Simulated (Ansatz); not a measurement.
The reference is BeTe in the zinc blende structure (space group F-43m, No. 216; a = 5.657 Å). Axes: x, y, z lie along the cube axes.

Method: r2SCAN/PAW in Ansatz (an electronic-structure program), no SOC.

Before the change:

The band gap comes out as 2.37 eV and the valence-band top at Γ is 0.00, 0.00, 0.00 eV.

One thing is altered: biaxial strain +1.25 %, plane normal [111], relaxed out of plane (Cartesian); in-plane vectors clamped, the third vector and the atoms free.

Problem. Estimate the effect on the out-of-plane strain.

Solution. The out-of-plane strain amounts to -0.46 %.

Problem. Predict the new band gap.

Solution. The band gap decreases by 0.04 eV to 2.33 eV.

Problem. What does the calculation give for the valence-band top at Γ after the change?

Solution. The valence-band top at Γ (three highest levels, from the VBM) changes from 0.00, 0.00, 0.00 eV to 0.00, -0.12, -0.12 eV.

Spin-orbit coupling, missing from the scalar runs, can matter with Te. Stability against distortions was not tested.
